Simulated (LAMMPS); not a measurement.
MD of HgTe (zinc blende) at zero pressure, 4096 atoms, as a liquid; each row is its own run.

Model: classical MD, pair style sw, file CdTeZnSeHgS0.sw; code LAMMPS.

```
T (K)  D(Hg) (cm²/s)
-----  -------------
660          9.16e-6
760          1.63e-5
860          2.71e-5
950          3.39e-5
1040         4.67e-5
1190         6.76e-5
1240         7.24e-5
1520        0.000126
```

Problem. Fit an Arrhenius law, ln y = a + b / x, to these rows (x is the first column, y the second) and predict the run at x = 1330.

Solution. Least squares gives a = -7.0702 and b = -3002. The slope times kB gives an activation energy of 0.26 eV. At x = 1330 the fit predicts 8.89e-5 cm²/s. The run itself gave (8.9 ± 0.2) × 10^-5 cm²/s, so the fit is 0.22 % low, within the run's error.

Caution: a run this short can hold a crystal over, or a liquid under, the potential's own melting point, which these runs don't give.

Caution: the real compound melts congruently only under the pressure of its own vapour and loses its more volatile element when open.

Errors of D are the spread over four groups of atoms in one short run; a floor of about 5 %, a picked value, is safer.
